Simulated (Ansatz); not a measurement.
Input and output of a self-consistent single point for ScCd (P4mm, 2 atoms in the cell) (Ansatz, a program for electronic structure).

Method of the run: PBEsol, default PAW files made with PBE (plane waves; Ansatz).

```
ScCd
1.0
    3.54389     0.00000     0.00000
    0.00000     3.54389     0.00000
    0.00000     0.00000     3.54389
Sc Cd
1 1
Cartesian
  1.77195   1.77195   1.82195
  0.00000   0.00000   0.00000
```

Reference input (self-consistent single point, DFT, PBEsol, plane waves, default PAW files made with PBE): basis.ecutwfc = 420 eV; kpoints.mp_grid.grid = 9 9 9; hamiltonian.xc = pbesol; hamiltonian.pseudopotentials = {kind: paw} (the program's default PAW files); scf.occupations.method = gaussian; scf.occupations.width = 0.1 eV. This run's input differs from it in these lines:

Ansatz 0.2 input:
```diff
@@ -11,3 +11,3 @@
 kpoints:
-  mp_grid: { grid: [9, 9, 9] }
+  mp_grid: { grid: [15, 15, 15] }
 hamiltonian:
@@ -16,3 +16,3 @@
 scf:
-  occupations: { method: gaussian, width: 0.1 eV }
+  occupations: { method: methfessel_paxton, width: 0.5 eV }
 output:
```

Output (repeated stretches shortened):

```
SCF iter   1: F=—  HF=-10296.075570 eV  |F-HF|=—  |Δ(HF+E_count)|=         —  Δρ=6.04e-3  dr2=1.46e-2  ethr=1.77e-3  ⟨swp⟩=4.3  Hψ=21267  notcnv=0
all-band conjugate gradients solve this SCF's bands
preconditioner: auto → Kerker (q_TF=auto, 2.569 Å⁻¹)
SCF iter   2: F=—  HF=-10296.071933 eV  |F-HF|=—  |Δ(HF+E_count)|=   3.64e-3  S|Δr|=    0.00e0  Δρ=2.27e-3  dr2=1.99e-3  ethr=4.70e-5  ⟨swp⟩=2.4  Hψ=11490  notcnv=0
SCF iter   3: F=—  HF=-10296.071470 eV  |F-HF|=—  |Δ(HF+E_count)|=   4.63e-4  S|Δr|=    0.00e0  Δρ=7.84e-4  dr2=1.88e-4  ethr=6.43e-6  ⟨swp⟩=2.6  Hψ=9529  notcnv=0
SCF iter   4: F=—  HF=-10296.071470 eV  |F-HF|=—  |Δ(HF+E_count)|=   5.56e-7  S|Δr|=    0.00e0  Δρ=2.21e-4  dr2=1.66e-5  ethr=6.08e-7  ⟨swp⟩=2.3  Hψ=8020  notcnv=0
SCF iter   5: F=—  HF=-10296.071432 eV  |F-HF|=—  |Δ(HF+E_count)|=   3.80e-5  S|Δr|=    0.00e0  Δρ=6.27e-5  dr2=2.32e-6  ethr=5.34e-8  ⟨swp⟩=3.0  Hψ=11637  notcnv=0
SCF iter   6: F=-10296.071432 eV  HF=-10296.071432 eV  |F-HF|=2.36e-8  |Δ(HF+E_count)|=   9.85e-8  S|Δr|=    0.00e0  Δρ=1.37e-5  dr2=5.87e-8  ethr=3.23e-10  ⟨swp⟩=2.9  Hψ=19626  notcnv=0
SCF 1 converged in 6 iterations: F = -10296.071432 eV  dr2 = 5.87e-8
Stability not checked (fill_not_monotonic)
Free energy (F): -10296.071432 eV
Internal energy: -10296.056079 eV  (E = F + TS)
E sigma→0 (E₀):  -10296.067594 eV
Entropy (-TS):   -0.015352 eV (-7.676 meV/atom)
Fermi energy:    12.163991 eV
--- Forces (eV/Å), atoms counted from 1 ---
  atom   1  Sc     0.00000000     0.00000000    -0.15110371
  atom   2  Cd    -0.00000000     0.00000000     0.15110472
--- Stress (GPa, compression-positive) ---
       -3.413340       0.000000      -0.000000
        0.000000      -3.413340       0.000000
       -0.000000       0.000000      -3.445725
  P = ⅓ Tr σ = -3.4241 GPa (-34.241 kbar)
  The stress holds the Pulay correction. Without it, at fixed plane waves, as pw.x and ABINIT print it: P = -3.4502 GPa
```

The run converged in 6 iterations. Against the reference run the free energy goes down by 1.5 meV/atom, the pressure hardly changes (-3.33 to -3.42 GPa) and the largest force moves little (0.152 to 0.151 eV/Å).

The starting cell comes from a database of computed structures (which also holds hypothetical and non-ambient phases and stackings), without a prior relaxation at this level. Its lattice was rescaled by up to half a per cent. One atom was moved a little off its site on purpose. With a pressure of about -3 GPa the cell is away from its equilibrium volume at this level. Ansatz's pressure includes its estimate of the finite-basis (Pulay) stress.
